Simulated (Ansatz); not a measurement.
Worked example: relaxation of cell and atoms of YTiSi (P4/nmm, 6 atoms in the cell) in Ansatz (a quantum-chemistry and plane-wave program).

Method: LDA (PW92), default PAW files made with PBE (plane waves; Ansatz).

```yaml
crystal:
  lattice:
    - [4.01805, 0.00000, 0.00000]
    - [0.00000, 4.01805, 0.00000]
    - [0.00000, 0.00000, 7.68723]
  atoms:
    - { symbol: Y, position: [0.00000, 0.50000, 0.34948] }
    - { symbol: Y, position: [0.50000, 0.00000, 0.65052] }
    - { symbol: Ti, position: [0.00000, 0.00000, 0.00000], spin: 1.0 }
    - { symbol: Ti, position: [0.50000, 0.50000, 0.00000], spin: 1.0 }
    - { symbol: Si, position: [0.00000, 0.50000, 0.76544] }
    - { symbol: Si, position: [0.50000, 0.00000, 0.23456] }
```
(The spins are starting values, not results.)

Reference input (self-consistent single point, DFT, LDA (PW92), plane waves, default PAW files made with PBE): kpoints.mp_grid.grid = 5 5 3; hamiltonian.xc = lda; hamiltonian.pseudopotentials = {kind: paw} (the program's default PAW files); magnetization.spin_polarized = true; scf.occupations.method = methfessel_paxton; scf.occupations.width = 0.2 eV. This run's input differs from it in these lines:

```diff
@@ -21,2 +21,4 @@
   occupations: { method: methfessel_paxton, width: 0.2 }
+relax:
+  cell: {}
 output:
```

Output (repeated stretches shortened):

```
   [... SCF lines of the steps left out ...]
relax step   1: F+E_penalty+E_count = -13613.10326443 eV  Δ(F+E_penalty+E_count) = +0.000e0 eV  max|allowed force component| = 5.131e-1 eV/Å  Δτ_max = 0.0000 Å  P = -6.293 GPa  Ω = 124.108 Å³  (20 SCF iters, dr2 threshold 1.00e-7 eV, accepted)
relax step   2: F+E_penalty+E_count = -13613.19592199 eV  Δ(F+E_penalty+E_count) = -9.266e-2 eV  max|allowed force component| = 5.777e-1 eV/Å  Δτ_max = 0.0865 Å  P = +4.987 GPa  Ω = 112.016 Å³  energy of the carried Pulay correction = +2.017e-3 eV  [...]
   [... lines left out ...]
relax step   5: F+E_penalty+E_count = -13613.29084051 eV  Δ(F+E_penalty+E_count) = -7.558e-5 eV  max|allowed force component| = 3.822e-3 eV/Å  Δτ_max = 0.0018 Å  P = +0.017 GPa  Ω = 116.464 Å³  energy of the carried Pulay correction = +1.252e-3 eV  [...]
relax step   6: F+E_penalty+E_count = -13613.28996967 eV  Δ(F+E_penalty+E_count) = +8.708e-4 eV  max|allowed force component| = 3.766e-3 eV/Å  Δτ_max = 0.0000 Å  P = +0.004 GPa  Ω = 116.464 Å³  stress off target by 1.12e-2 GPa  SCF on the basis [...]
basis re-selected at this cell: Δ(F+E_penalty+E_count) = +8.708e-4 eV, ΔP = -0.013 GPa vs the last step
the relaxation is at rest under the 16 symmetry operations that the run kept from its start: a minimum is not shown …
the relaxation's final electronic state is not compared with the one that a single-point calculation of its input finds at the relaxed geometry …
   [... lines left out ...]
Absolute magnetization: 0.0000 μB (∫|ρ↑−ρ↓|, with the PAW one-centre terms)
Free energy (F): -13613.289970 eV
Fermi energy:    11.297201 eV
  cell:  # Å, volume = 116.4638 Å³
   [... lines left out ...]
    - { symbol: Ti, position: [3.9545423704322093e-35, 1.1000009355512753e-36, 1.1283150601561326e-19] }
    - { symbol: Ti, position: [0.5000000000000001, 0.5000000000000001, 1.1283150601561353e-19] }
    - { symbol: Si, position: [-1.1335470633730504e-35, 0.5000000000000001, 0.762124007756659] }
    - { symbol: Si, position: [0.5000000000000001, 1.0531923851022485e-36, 0.23787599224334083] }
```

The run converged.  The full log also holds: “iter 9 did not close the SCF: its close was put off for a magnetic moment that had not settled (scf_convergence_deferred on its scf_iter line)”. The full log also holds: “iter 10 did not close the SCF: its close was put off for a magnetic moment that had not settled (scf_convergence_deferred on its scf_iter line)”.

Summary of the result:
| Quantity | Value |
|---|---|
| Free energy E − TS (on the zero of these files) | -13613.2900 eV |
| Fermi level (on the code's own zero) | 11.30 eV |
| Pressure | 0.00 GPa |
| Largest force (vector length) | 0.004 eV/Å |
| Size of the cell's spin moment | 0.00 μB |
| Final cell | a = 3.955 Å, b = 3.955 Å, c = 7.444 Å, α = 90.00°, β = 90.00°, γ = 90.00° |
| Final volume per atom | 19.41 Å³ |
| Relaxation steps | 6 |

The starting cell comes from a database of computed structures (which also holds hypothetical and non-ambient phases and stackings), without a prior relaxation at this level. The starting moments vanished: the run ended non-magnetic. The program warned that a starting moment was not kept. The relaxation keeps the symmetry of its start, so its end need not be a minimum. Ansatz's pressure includes its estimate of the finite-basis (Pulay) stress.

Cost on one core of a shared machine: roughly 60 s.

Keys are those of Ansatz 0.2.
